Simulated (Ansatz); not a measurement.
What isotropic strain −1.80 % does to BaTiO3

The reference is BaTiO3 in the cubic perovskite structure (space group Pm-3m, No. 221; a = 3.970 Å).

Modification: an isotropic linear strain of −1.80 %, atoms relaxed at fixed cell.

The values are results of plane-wave PAW DFT at the PBEsol level (Ansatz, a first-principles code, 420 eV), without spin-orbit coupling, not measurements. Settings: 8×8×8 k-points, 0.05 eV Fermi–Dirac smearing.

```tsv
quantity	base	changed	shift
volume per atom	12.51 Å³	11.85 Å³	-0.66 Å³
space group	Pm-3m (No. 221)	Pm-3m (No. 221)	–
energy relative to the base (free energy F)	0 meV/atom	+22 meV/atom	+22 meV/atom
pressure	-0.01 GPa	11.09 GPa	+11.10 GPa
band gap	1.82 eV	1.92 eV	+0.109 eV
gap character	indirect, R → Γ	indirect, R → Γ	–
mean gap deformation potential ΔEg/Δln V	–	-2.0 eV	–
width of the top valence band	0.98 eV	1.01 eV	+0.03 eV
```

Cost of the whole job for the changed cell (relaxation, final SCF and bands): very roughly 6 core-seconds.

Stability against distortions was not tested. All final runs are without spin polarisation. Many cubic perovskites are stable only at high temperature; tilts and polar distortions were not tested. This is not the structure that BaTiO3 has at room temperature and ambient pressure.
